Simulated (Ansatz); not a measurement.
ZnS, response to strain

Base system: ZnS in the zinc blende structure (space group F-43m, No. 216; a = 5.389 Å). Axes: x, y, z lie along the cube axes.

Strains are applied to the cell and any free atomic positions relax.

Method: Ansatz (an electronic-structure program) r2SCAN, no SOC.

Candidates:
(a) uniaxial strain ε_zz = +2.50 %
(b) uniaxial strain ε_zz = +2.00 %
(c) uniaxial strain ε_zz = +0.50 %
(d) uniaxial strain ε_zz = +3.00 %

Base values:

```
Property   Result
--------  -------
Band gap  2.70 eV
```

Task: Order them by band gap, lowest first.

Result: (d) uniaxial strain ε_zz = +3.00 % (2.53 eV), (a) uniaxial strain ε_zz = +2.50 % (2.56 eV), (b) uniaxial strain ε_zz = +2.00 % (2.59 eV), (c) uniaxial strain ε_zz = +0.50 % (2.67 eV)

Stability against distortions was not tested.
